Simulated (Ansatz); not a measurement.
Reference: PdSb (P6_3/mmc), PBEsol, DFPT electron-phonon coupling, linearised Boltzmann equation (plane waves, PAW, scalar-relativistic; Ansatz, a program for electronic structure); geometry: relaxed with this functional, without spin-orbit coupling.

```cif
data_Pd2Sb2
_chemical_formula_sum 'Sb2 Pd2'
_space_group_name_H-M_alt 'P 1'
_space_group_IT_number 1
_cell_length_a 4.08860
_cell_length_b 4.08860
_cell_length_c 5.56834
_cell_angle_alpha 90.000
_cell_angle_beta 90.000
_cell_angle_gamma 120.000
loop_
_space_group_symop_operation_xyz
  'x, y, z'
loop_
_atom_site_label
_atom_site_type_symbol
_atom_site_fract_x
_atom_site_fract_y
_atom_site_fract_z
_atom_site_occupancy
Sb1 Sb 0.33333 0.66667 0.25000 1
Sb2 Sb 0.66667 0.33333 0.75000 1
Pd1 Pd 0.00000 0.00000 0.00000 1
Pd2 Pd 0.00000 0.00000 0.50000 1
```

resistivity at 300 K: 14.7 μΩ·cm
mean free path at 300 K: 7.6 nm
electron-phonon coupling λ: 0.51
logarithmic mean phonon energy: 8.9 meV

Q: Swap Pd for Pt, keeping the structure type. How do these values move?

A: PtSb (P6_3/mmc): volume per atom 20.2 to 20.6 Å³; resistivity at 300 K rises (14.7 μΩ·cm to 17.0 μΩ·cm); mean free path at 300 K stays about the same (7.6 nm to 6.8 nm); electron-phonon coupling λ rises (0.51 to 0.60); logarithmic mean phonon energy stays about the same (8.9 meV to 8.1 meV).

Q: Swap Pd for Ni, keeping the structure type. How do these values move?

A: NiSb (P6_3/mmc): volume per atom 20.2 to 16.8 Å³; resistivity at 300 K falls (14.7 μΩ·cm to 8.9 μΩ·cm); mean free path at 300 K rises (7.6 nm to 12.0 nm); electron-phonon coupling λ falls (0.51 to 0.29); logarithmic mean phonon energy rises (8.9 meV to 14.5 meV).

Q: Replace Sb by Bi on the same sites and relax. What happens?

A: PdBi (P6_3/mmc): volume per atom 20.2 to 22.1 Å³; resistivity at 300 K falls (14.7 μΩ·cm to 11.7 μΩ·cm); mean free path at 300 K rises (7.6 nm to 9.4 nm); electron-phonon coupling λ stays about the same (0.51 to 0.47); logarithmic mean phonon energy stays about the same (8.9 meV to 8.1 meV).

Moves up to 14 % count as about the same. Metals; harmonic phonons alone scatter; means over directions. The mean free path is weighted by the current that each state carries. Halving the electron mesh moves these values by up to 10 %; q meshes are mostly untested. Some of the runs warned that the eigensolver left states short of its tolerance. Spin-orbit coupling is left out.

Formula and space group known from diffraction (Crystallography Open Database), not checked to be the room-temperature form: NiSb (P6_3/mmc), PdBi (P6_3/mmc), PdSb (P6_3/mmc), PtSb (P6_3/mmc). Treated as nonmagnetic (a ferromagnetic start lost its moment, other orders weren't tried): NiSb (P6_3/mmc). The missing spin-orbit coupling matters most for PdBi (P6_3/mmc), PtSb (P6_3/mmc).
